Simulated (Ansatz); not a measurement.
Effect of strain tensor (xx, yy, zz, yz, xz, xy) = (+0.06, +1.76, +0.48, +1.89, +0.28, +0.30) % on InSb

Consider InSb in the zinc blende structure (space group F-43m, No. 216; a = 6.520 Å). Axes: x, y, z lie along the cube axes.

The change: the symmetric strain tensor [0.0006 0.0030 0.0028; 0.0030 0.0176 0.0189; 0.0028 0.0189 0.0048], atoms relaxed at fixed cell.

The values are results of PBEsol, PAW, 420 eV (Ansatz, a quantum-chemistry and plane-wave program; without spin-orbit coupling), earlier PAW set, not measurements. k-mesh 12×12×12 (Γ-centred); smearing 0.05 eV (Fermi–Dirac).

- Volume per atom: 35.43 Å³ (base 34.64 Å³)
- Space group: P1 (No. 1) (base F-43m (No. 216))
- Shortest interatomic distance: 5.352 bohr (base 5.335 bohr)
- Energy relative to the base (free energy F): +7.1 meV/atom
- Pressure (mean of the normal stresses, compression positive): -0.9 GPa (base 0.0 GPa)
- Band gap: zero (base zero)
- Valley order (the lowest conduction-band minima on the path, energy above the VBM, named in the base's zone): Γ 0.04 eV; L along [1-11] 0.18 eV; L along [11-1] 0.18 eV; L along [1-1-1] 0.43 eV
- Largest internal atomic displacement: 0.020 Å
- Stress (xx, yy, zz, yz, xz, xy; compression positive): (-0.7, -1.2, -0.8, -1.0, -0.2, -0.2) GPa (rough)

Without a gap, meshes like the base's 12×12×12 leave anisotropic stresses uncertain by several tenths of a GPa, and small strain energies with them. Spin-orbit coupling, missing from the scalar runs, can matter with Sb. Stability against distortions was not tested. The final runs are not spin-polarised. Gaps under 0.05 eV, about the width of the smearing, are given as zero. A zero or small gap of InSb can be the functional's error rather than a property of the material.
